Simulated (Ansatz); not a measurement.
The structure below was relaxed with Kohn–Sham DFT with the r2SCAN functional, run in Ansatz (an electronic-structure program) with PAW and 500 eV plane waves, no spin-orbit coupling.

Space group Pmmn, origin choice 1 (No. 59); a = 4.728 Å, b = 6.013 Å, c = 5.229 Å, α = β = γ = 90.00°

```tsv
atom	site	symmetry	x	y	z
Ti	4e	m..	0.0000	0.2538	0.1604
Ti	2a	mm2	0.0000	0.0000	0.6845
Hf	2b	mm2	0.5000	0.0000	0.3415
```

Write out a cell with all atoms.


```xyz
8
Lattice="4.7282 0.0000 0.0000 0.0000 6.0133 0.0000 0.0000 0.0000 5.2292" Properties=species:S:1:pos:R:3 pbc="T T T"
Ti     0.0000     1.5260     0.8387
Ti     0.0000     0.0000     3.5796
Ti     0.0000     4.4873     0.8387
Hf     0.0000     3.0066     3.4432
Hf     2.3641     0.0000     1.7859
Ti     2.3641     4.5326     4.3905
Ti     2.3641     3.0066     1.6496
Ti     2.3641     1.4806     4.3905
```
This is the conventional cell.

These are small ordered cells, not random alloys; other orderings at the same x differ. Stability against distortions was not tested. All final runs are without spin polarisation. The cell was made from Hf by this change: x(Ti) = 0.75, 8 atoms, Pmmn.
